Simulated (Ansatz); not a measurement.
## Response to strain in GaAs

Start from GaAs in the zinc blende structure (space group F-43m, No. 216; a = 5.6667 Å).

Strains are applied to the cell and any free atomic positions relax.

Computed with r2SCAN (Ansatz, a first-principles code; PAW; 500 eV plane waves; spin-orbit coupling left out).

Computed cases, in order: isotropic strain −3.00 %; isotropic strain −2.50 %; isotropic strain −2.00 %; isotropic strain −1.50 %; isotropic strain −1.00 %; isotropic strain −0.50 %; the unstrained base.

### Question
Between which two neighbouring cases does the gap turn between direct and indirect?

### Answer
Between isotropic strain −3.00 % (1.57 eV, indirect, Γ → Γ–X (87 % along)) and isotropic strain −2.50 % (1.59 eV, direct at Γ). The whole series: isotropic strain −3.00 %: 1.57 eV, indirect, Γ → Γ–X (87 % along); isotropic strain −2.50 %: 1.59 eV, direct at Γ; isotropic strain −2.00 %: 1.46 eV, direct at Γ; isotropic strain −1.50 %: 1.33 eV, direct at Γ; isotropic strain −1.00 %: 1.21 eV, direct at Γ; isotropic strain −0.50 %: 1.08 eV, direct at Γ; the unstrained base: 0.96 eV, direct at Γ.

Stability against distortions was not tested.
